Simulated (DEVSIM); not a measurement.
Device: GaAs p-n junction from an implanted or diffused profile, at 300 K.

| layer (left to right) | material | thickness (μm) | Nd (cm⁻³) | τn (s) | τp (s) |
|---|---|---|---|---|---|
| 1 | GaAs | 4.20 | 1.4e14 | 9.4e-8 | 9.4e-8 |

Added acceptor profile: 1.9e16 cm⁻³ × exp(−(x − 0 μm)²/(2·(0.044 μm)²)). Left contact: ohmic. Right contact: ohmic. Voltage is applied to the left contact. Recombination: SRH at mid-gap. Mobility is μmin + (μ − μmin)/(1 + (N/Nref)^α).

Constants are typed, rounded textbook-type inputs, not results; the design itself was drawn at random and stands for no fabricated device. Values at 300 K.

| parameter | GaAs |
|---|---|
| gap (eV) | 1.424 |
| affinity (eV) | 4.07 |
| permittivity | 12.9 |
| Nc (cm⁻³) | 4.7e17 |
| Nv (cm⁻³) | 9e18 |
| μn (cm²/Vs) | 8500 |
| μp (cm²/Vs) | 400 |
| μn,min | 500 |
| μp,min | 20 |
| Nref,n | 6e16 |
| Nref,p | 1.5e17 |
| αn | 0.39 |
| αp | 0.38 |

Simulated with DEVSIM: 1D drift-diffusion, Boltzmann statistics, complete ionisation; no tunnelling, impact ionisation, image-force lowering or self-heating.

The straggle of the profile was swept, all else fixed.

| straggle of the profile (μm) | dark forward voltage at 1 A/cm² (V) |
|---|---|
| 0.013 | 0.878 |
| 0.022 | 0.881 |
| 0.031 | 0.885 |
| 0.044 | 0.889 |
| 0.062 | 0.895 |
| 0.088 | 0.902 |
| 0.13 | 0.910 |

From the first row to the last the dark forward voltage at 1 A/cm² goes from 0.878 to 0.910.
